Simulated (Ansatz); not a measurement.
## CrGe: pressure series

Take CrGe (space group P2_13, No. 198; a = 4.700 Å; ferromagnetic; a cell from a computed database, its experimental status unchecked) as the base.

Cell and atoms are relaxed at each pressure.

Level of theory: Kohn–Sham DFT with the PBEsol functional, run in Ansatz (an electronic-structure program) with PAW and 420 eV plane waves, spin-orbit coupling left out.

Two rows of this table had their results exchanged by mistake.

```tsv
pressure	volume per atom (Å³)	shortest distance (Å)	band gap
pressure −2 GPa	13.13	2.387	zero
pressure −1 GPa	12.48	2.351	zero
pressure 0.3 GPa	12.96	2.377	zero
pressure 0.7 GPa	12.93	2.376	zero
pressure 1.5 GPa	12.87	2.373	zero
pressure 3 GPa	12.77	2.367	zero
pressure 5 GPa	12.63	2.360	zero
pressure 7.5 GPa	13.05	2.382	zero
pressure 10 GPa	12.34	2.343	zero
```

Which two?

The rows for pressure −1 GPa and pressure 7.5 GPa: the volume has to fall steadily with pressure, so 13.05 Å³ belongs to pressure −1 GPa and 12.48 Å³ to pressure 7.5 GPa.

Other magnetic orders, which the real material may have, were not ruled out. Load acts through the strain it causes; cell and atoms are relaxed under it. Stability against distortions was not tested. No other phases were tried under pressure.
